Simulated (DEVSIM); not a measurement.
System: Schottky contact on n-type β-Ga2O3, at 400 K.

```
layer (left to right)  material  thickness (μm)  Nd (cm⁻³)  τn (s)  τp (s)
---------------------  --------  --------------  ---------  ------  ------
1                       β-Ga2O3            7.50     1.3e15    1e-8    1e-8
```

Left contact: Schottky, work function 5.08 eV, emission velocity 8.2e6 cm/s. Right contact: ohmic. Voltage is applied to the left contact. Recombination: SRH at mid-gap, radiative, Auger. Mobility is constant in doping.

Constants are typed, rounded textbook-type inputs, not results; the design itself was drawn at random and stands for no fabricated device. Values at 300 K; Nc and Nv go as T^1.5, mobilities as T to minus their exponent, the gap by Varshni's rule with the affinity fixed.

```csv
parameter,β-Ga2O3
gap (eV),4.8
affinity (eV),4
permittivity,10
Nc (cm⁻³),3.7e18
Nv (cm⁻³),5e20
μn (cm²/Vs),160
μp (cm²/Vs),1
T exponent of μn,1.8
T exponent of μp,1.5
B (cm³/s),1e-12
Cn (cm⁶/s),1e-31
Cp (cm⁶/s),1e-31
Varshni α (eV/K),0.0004
Varshni β (K),600
```

Simulated with DEVSIM: 1D drift-diffusion, Boltzmann statistics, complete ionisation; no tunnelling, impact ionisation, image-force lowering or self-heating. Metal contacts follow the ideal Schottky-Mott rule: no Fermi-level pinning, no interface dipoles.

Question: Tabulate band edges, carrier densities and field at -5.0 V on the left contact.

Answer: Energies count from the Fermi level of the right contact; mesh points crowd at the junctions.

| x (μm) | Ec (eV) | Ev (eV) | n (cm⁻³) | p (cm⁻³) | field (V/cm) |
|---|---|---|---|---|---|
| 0.000 | 6.080 | 1.304 | 88000 | < 1e2 | -52000 |
| 0.01358 | 6.010 | 1.234 | 88000 | < 1e2 | -52000 |
| 0.03481 | 5.900 | 1.124 | 89000 | < 1e2 | -51000 |
| 0.06796 | 5.732 | 0.956 | 91000 | < 1e2 | -50000 |
| 0.1384 | 5.382 | 0.606 | 94000 | < 1e2 | -49000 |
| 0.2297 | 4.946 | 0.170 | 98000 | < 1e2 | -47000 |
| 0.3725 | 4.305 | -0.471 | 110000 | < 1e2 | -43000 |
| 0.6757 | 3.100 | -1.675 | 130000 | < 1e2 | -36000 |
| 1.069 | 1.860 | -2.916 | 170000 | < 1e2 | -27000 |
| 1.684 | 0.651 | -4.125 | 3.5e10 | < 1e2 | -12000 |
| 2.644 | 0.290 | -4.486 | 1.3e15 | < 1e2 | -61 |
| 4.443 | 0.289 | -4.487 | 1.3e15 | < 1e2 | ≈ 0 |
| 5.552 | 0.289 | -4.487 | 1.3e15 | < 1e2 | ≈ 0 |
| 6.261 | 0.289 | -4.487 | 1.3e15 | < 1e2 | ≈ 0 |
| 6.837 | 0.289 | -4.487 | 1.3e15 | < 1e2 | ≈ 0 |
| 7.084 | 0.289 | -4.487 | 1.3e15 | < 1e2 | ≈ 0 |
| 7.231 | 0.289 | -4.487 | 1.3e15 | < 1e2 | ≈ 0 |
| 7.337 | 0.289 | -4.487 | 1.3e15 | < 1e2 | ≈ 0 |
| 7.422 | 0.289 | -4.487 | 1.3e15 | < 1e2 | ≈ 0 |
| 7.459 | 0.289 | -4.487 | 1.3e15 | < 1e2 | ≈ 0 |
| 7.482 | 0.289 | -4.487 | 1.3e15 | < 1e2 | ≈ 0 |
| 7.500 | 0.289 | -4.487 | 1.3e15 | < 1e2 | ≈ 0 |
